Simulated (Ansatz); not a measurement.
## Hf, element substitutions

Take Hf in the hcp (Mg type) structure (space group P6_3/mmc, No. 194) as the base.

```yaml
crystal:
  lattice:
    - [3.20412, 0.00000, 0.00000]
    - [-1.60206, 2.77485, 0.00000]
    - [0.00000, 0.00000, 5.06894]
  atoms:
    - { symbol: Hf, position: [0.33333, 0.66667, 0.75000] }
    - { symbol: Hf, position: [0.66667, 0.33333, 0.25000] }
```

Each row replaces one element on all its sites; cell and atoms are relaxed.

Computed with PBE (Ansatz, an electronic-structure program, PAW, scalar-relativistic without spin-orbit coupling), earlier PAW set.

| variant | volume per atom | c/a ratio |
|---|---|---|
| base | 22.53 Å³ | 1.582 |
| Hf → Sc | 24.65 Å³ | 1.556 |
| Hf → Zr | 23.40 Å³ | 1.601 |
| Hf → Lu | 29.09 Å³ | 1.557 |

Stability against distortions was not tested. All final runs are without spin polarisation.
